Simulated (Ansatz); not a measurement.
Input:

Host crystal: rock-salt LiF, with a band gap (PBE, scalar-relativistic without spin-orbit coupling).

End structure of OH on the 1x1 (100) surface of rock-salt LiF (cut with top plane F + Li), one in a 2x2 cell, started at the site 'top Li':

```
CELL_PARAMETERS angstrom
      5.75335     0.00000     0.00000
      0.00000     5.75335     0.00000
      0.00000     0.00000    25.50000
ATOMIC_POSITIONS crystal
  F  0.00000 0.00000 0.37951
  F  0.00000 0.50000 0.37951
  F  0.50000 0.00000 0.37951
  F  0.50000 0.50000 0.37951
  Li 0.25000 0.25000 0.38223
  Li 0.25000 0.75000 0.38223
  Li 0.75000 0.25000 0.38223
  Li 0.75000 0.75000 0.38223
  F  0.25000 0.25000 0.46025
  F  0.25000 0.75000 0.46025
  F  0.75000 0.25000 0.46025
  F  0.75000 0.75000 0.46025
  Li 0.00000 0.00000 0.45970
  Li 0.00000 0.50000 0.45970
  Li 0.50000 0.00000 0.45970
  Li 0.50000 0.50000 0.45970
  F  0.99920 0.00000 0.53953
  F  0.99897 0.50000 0.53946
  F  0.50055 0.00000 0.54009
  F  0.50128 0.50000 0.53986
  Li 0.25172 0.24949 0.54016
  Li 0.25172 0.75051 0.54016
  Li 0.74827 0.24871 0.54028
  Li 0.74827 0.75129 0.54028
  F  0.24754 0.25245 0.61934
  F  0.24754 0.74755 0.61934
  F  0.75394 0.25192 0.62153
  F  0.75394 0.74808 0.62153
  Li 0.00331 0.00000 0.61576
  Li 0.00172 0.50000 0.61707
  Li 0.49122 0.00000 0.62303
  Li 0.49912 0.50000 0.61738
  O  0.52210 0.00000 0.70508
  H  0.69288 0.00000 0.70674
```

Slab: 34 atoms, 6.1 Å thick at the start under the adsorbate (thin: gaps and levels are the slab's own); k 3x3x1, smearing 0.01 eV, dipole-corrected; single point; on the structure that PBE left under its start's symmetry; spin-polarised, ending with about 1.0 μB a cell; orders that need a larger cell were not tried, no spin-orbit, no U, no dispersion correction. The program's check for a lower electronic state was not made. It is one chosen start, not shown to be the lowest state of the adsorbate.

A negative adsorption energy means that the adsorbate is more stable on the surface than in its reference.

**Question.** Estimate the adsorption energy against H2O(g) − ½ H2(g) at the same level that HSE06, at the PBE geometry and the start's symmetry run with Ansatz (a program for electronic structure) returns for this input.

**Answer.** 2.84 eV

**Question.** Estimate the change of the step from the bottom to the top vacuum level, against the clean slab that HSE06, at the PBE geometry and the start's symmetry returns for this input.

**Answer.** -0.28 eV
